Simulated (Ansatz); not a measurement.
# A constructed model of the (111) surface of fcc Au, a layer of W in place of the second plane (bottom of the slab: a bare face, its two planes held)

These are PBE (plane waves to 420 eV, PAW; Ansatz, a program for electronic structure) values and carry that method's errors.

Set-up: 6 atoms, 12.3 Å thick at the start; mesh 15x15x1; 0.1 eV smearing; dipole correction on; 2 atoms held, the rest relaxed; symmetry of the start imposed; no spin, no spin-orbit, no U. It is one candidate, not shown to be the stable structure of the face.

The work function of the top face is 4.63 eV and the energy released by relaxation comes out as 0.40 eV. The cost comes out as around 120 core-seconds (rough).
